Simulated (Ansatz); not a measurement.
# SrTiO3 (model structure, started from the 2H-BaNiO3 type, P6₃/mmc, No. 194, 10 atoms in the cell)

The numbers are results of PBEsol (Ansatz, a program for electronic structure, PAW), not measurements.

Run with plane-wave cutoff 500 eV, 12×12×8 k mesh (along the axes of the cell as run), Fermi–Dirac smearing 0.05 eV, no spin polarisation, scalar-relativistic PAW data made under PBE.

Cell (relaxed at this level):

SrTiO3 is modelled in the hexagonal space group P6₃/mmc (No. 194), Pearson symbol hP10. Cell: a = b = 5.489 Å, c = 4.999 Å, α = β = 90.00°, γ = 120.00°. Sr on 2d is surrounded by 6 O at 2.746 Å and 6 O at 3.006 Å (anticuboctahedral). Ti on 2a is coordinated by 6 O at 1.952 Å (octahedral). O on 6h sees 2 Ti at 1.952 Å and 2 Sr at 2.746 Å and 2 Sr at 3.006 Å. (Neighbours: up to the widest gap in distance over summed covalent radii, below 1.35, at either atom; cation-cation and far metal-metal contacts left out.)

- band gap = 1.54 eV (on the SCF k mesh)

Note: the relaxation could raise the start's symmetry but not lower it, so the cell can be a saddle point.

Spin–orbit coupling is not included.

The computed numbers hold no vibrational or temperature effects.

A model structure was made by putting elements into a prototype or built by hand; it is no filed structure, need not be a known phase, and can be a saddle point held by its symmetry.
